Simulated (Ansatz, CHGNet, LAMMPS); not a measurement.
## CsCl-type FeAl, lattice parameter a

Reference value: 2.910 Å (measured, room temperature, not corrected to a static lattice; as tabulated in Liu et al. (2023), doi:10.1107/s2414314623010659).

| level (code) | value (Å) |
|---|---|
| Finnis–Sinclair EAM AlFe_mm.eam.fs (LAMMPS) | 2.851 |
| CHGNet-r²SCAN | 2.846 |
| LDA (Ansatz) | ? |
| PBE (Ansatz) | 2.869 |
| Hartree–Fock (Ansatz) | 3.093 |

**Question.** Some entries are withheld; supply them.

**Answer.** 
- LDA (Ansatz, an electronic-structure program), value (Å): 2.812

Differences against the reference: Finnis–Sinclair EAM AlFe_mm.eam.fs -2.03 %, CHGNet-r²SCAN -2.20 %, LDA -3.37 %, PBE -1.41 %, Hartree–Fock +6.29 %.

The reference is not for a static lattice or low temperature, so close values are not ranked against it. Off by more than 1.25 %, or 1.75 % on the side where a correction would as a rule narrow the miss (bounds picked here): Hartree–Fock (+6.29 %), LDA (-3.37 %), CHGNet-r²SCAN (-2.20 %), Finnis–Sinclair EAM AlFe_mm.eam.fs (-2.03 %).

The measured value isn't corrected to a static lattice, so vibrations enter the comparison. A static lattice is as a rule a little smaller than the measured one. The crystal itself was run without spin with LDA, PBE, Hartree–Fock; a magnetic state was not tried in these runs. Hartree–Fock: the cell is over a tenth larger than the published one (another phase or state, or a fault of the published cell, is possible). Hartree–Fock: the run has no spin polarisation, so it can have missed a magnetic state. Cutoffs and k meshes differ between the levels. Ansatz's density-functional and Hartree–Fock values are scalar-relativistic unless marked +SOC, with PAW data made under PBE.

Empirical potentials (Finnis–Sinclair EAM AlFe_mm.eam.fs) are fitted to chosen data: where that held the value shown, agreement is built in, and what lay outside the fit can be far off. Machine-learned potentials (CHGNet-r²SCAN) are trained on DFT data: a solid inside that data is no test of them.

Differences are worked out from the printed values.
